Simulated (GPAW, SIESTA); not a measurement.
A SIESTA input for a self-consistent single point of KZnF3 (Pm-3m, 5 atoms in the cell) (DFT, GGA PBE+U, numerical atomic orbitals TZP, PseudoDojo PBE standard norm-conserving potentials (rewritten from UPF to PSML)):

```
# files in the folder: K.psml Zn.psml F.psml (PseudoDojo PBE standard)
SystemName  KZnF3
SystemLabel siesta

NumberOfAtoms                5
NumberOfSpecies              3
%block ChemicalSpeciesLabel
  1 19 K
  2 30 Zn
  3 9 F
%endblock ChemicalSpeciesLabel
LatticeConstant              3.993705 Ang
%block LatticeVectors
     1.000000000    0.000000000    0.000000000
     0.000000000    1.000000000    0.000000000
     0.000000000    0.000000000    1.000000000
%endblock LatticeVectors
AtomicCoordinatesFormat      Ang
%block AtomicCoordinatesAndAtomicSpecies
     0.000000000    0.000000000    0.000000000  1
     1.996852500    1.996852500    1.996852500  2
     1.996852500    0.000000000    1.996852500  3
     0.000000000    1.996852500    1.996852500  3
     1.996852500    1.996852500    0.000000000  3
%endblock AtomicCoordinatesAndAtomicSpecies

XC.functional                GGA
XC.authors                   PBE
PAO.BasisSize                TZP
PAO.EnergyShift              0.01 Ry
MeshCutoff                   350 Ry
%block kgrid.MonkhorstPack
    4   0   0  0.0
    0   4   0  0.0
    0   0   4  0.0
%endblock kgrid.MonkhorstPack
OccupationFunction           FD
ElectronicTemperature        116.05 K
DFTU.ProjectorGenerationMethod 2
DFTU.CutoffNorm              0.9
DFTU.FirstIteration          true
%block DFTU.proj
  Zn 1
  n=3 2
  5.00 0.00
  0.00 0.00
%endblock DFTU.proj

MaxSCFIterations             150
SCF.Mixer.Method             Broyden
SCF.Mixer.Weight             0.25
SCF.Mixer.History            6
SCF.DM.Tolerance             1.0E-05
Diag.ParallelOverK           true
WriteForces                  true
```

Q: Give the GPAW input for the same structure, mesh, smearing and functional.

A: This is the input that was run; spellings and numerical settings could be chosen otherwise.

```python
from ase import Atoms
from ase.units import GPa
from gpaw import GPAW

atoms = Atoms(['K', 'Zn', 'F', 'F', 'F'],
              cell=[[3.993705, 0.000000, 0.000000],
                    [0.000000, 3.993705, 0.000000],
                    [0.000000, 0.000000, 3.993705]],
              scaled_positions=[[0.000000, 0.000000, 0.000000],
                                [0.500000, 0.500000, 0.500000],
                                [0.500000, 0.000000, 0.500000],
                                [0.000000, 0.500000, 0.500000],
                                [0.500000, 0.500000, 0.000000]],
              pbc=True)

calc = GPAW(mode={'name': 'pw', 'ecut': 900},
            xc='PBE',
            setups={'Zn': ':d,5.0'},
            kpts={'size': (4, 4, 4), 'gamma': True},
            occupations={'name': 'fermi-dirac', 'width': 0.01},
            nbands=-8,
            convergence={'density': 1e-05, 'bands': -6},
            symmetry={'symmorphic': False, 'tolerance': 0.0005},
            maxiter=100,
            txt='-')

atoms.calc = calc

energy = atoms.get_potential_energy()
print('Energy (eV):', round(energy, 6))
forces = atoms.get_forces()
print('Forces (eV/Ang):')
print(forces.round(5))
stress = atoms.get_stress()
print('Stress (GPa, Voigt):', (stress / GPa).round(4))
```

Basis, cutoffs, solver keys and any potentials are the target program's own. This input uses DFT PBE+U, plane waves, GPAW PAW datasets PBE (gpaw-data 1.0.1).

The starting cell has typed, rounded lattice constants, without a prior relaxation at this level. Its lattice was rescaled by a random factor within 2.5 % of one.
